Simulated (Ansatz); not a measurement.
**KCl: 5 layers**

Consider KCl in the rock salt structure (space group Fm-3m, No. 225; a = 6.244 Å). Axes: x, y, z lie along the cube axes.

It is then changed as follows: a free-standing slab of 5 layers (10 atoms, 2 a layer) is cut normal to the z axis, with 15 Å of vacuum and the in-plane cell held at bulk.

The values are results of DFT with PBEsol, PAW potentials and a 420 eV plane-wave cutoff in Ansatz (a quantum-chemistry and plane-wave program), spin-orbit coupling left out, not measurements. Settings: 8×8×1 k-points, 0.05 eV Fermi–Dirac smearing, for the changed cell.

```csv
quantity,base,changed,shift
layer's space group (with vacuum),–,P4/mmm (No. 123),–
shortest interatomic distance,3.122 Å,3.086 Å,-0.0353 Å
band gap,5.10 eV,5.03 eV,-0.07 eV
gap character,–,direct at Γ,–
"valence-band top at Γ (three highest levels, from the VBM)","0.00, 0.00, 0.00 eV","0.00, 0.00, -0.01 eV",–
excess energy per area of both faces (slab less bulk energy over the cell's area: twice a surface energy),–,0.26 J/m²,–
thickness between the outermost nuclei,–,12.49 Å,–
change of the spacing d12 from its bulk value of 3.122 Å,–,-0.6 %,–
change of the spacing d23 from its bulk value of 3.122 Å,–,+0.1 %,–
```

Final structure:

```xyz
10
Lattice="4.4150 0.0000 0.0000 0.0000 4.4150 0.0000 0.0000 0.0000 27.4874" Properties=species:S:1:pos:R:3 pbc="T T T"
Cl     1.1037    -1.1037     7.4976
K      3.3112     1.1037     7.5369
Cl     3.3112    -3.3112    10.6234
K      5.5187    -1.1037    10.6154
Cl     5.5187    -5.5187    13.7437
K      7.7262    -3.3112    13.7437
Cl     7.7262    -7.7262    16.8640
K      9.9337    -5.5187    16.8720
Cl     9.9337    -9.9337    19.9898
K     12.1411    -7.7262    19.9505
```

Slab and bulk use different k-meshes, which limits the precision of the excess energy. Whether these cells are dynamically stable was not tested. k-point labels follow each cell's own Brillouin zone.
